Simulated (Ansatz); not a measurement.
Consider Mo in the bcc (W type) structure (space group Im-3m, No. 229).

Space group Im-3m (No. 229); a = b = c = 3.130 Å, α = β = γ = 90.00°

```tsv
atom	site	symmetry	x	y	z
Mo	2a	m-3m	0.0000	0.0000	0.0000
```
(The calculation used a cell of 1 atom; values per cell refer to that cell.)

Levels (all Ansatz, a quantum-chemistry and plane-wave program, PAW): PBEsol (420 eV, no spin-orbit coupling); r2SCAN (500 eV, no spin-orbit coupling).

The geometry is relaxed with PBEsol.

```
Quantity           Value
---------------  -------
PBEsol pressure  0.0 GPa
```

Task: What does r2SCAN give at this geometry for the pressure?

Result: The pressure goes from zero to 5.7 GPa.

Single points use the geometry relaxed with PBEsol. Their cutoffs differ, which shifts pressures a little. No phonon test of stability was made. All final runs are without spin polarisation.
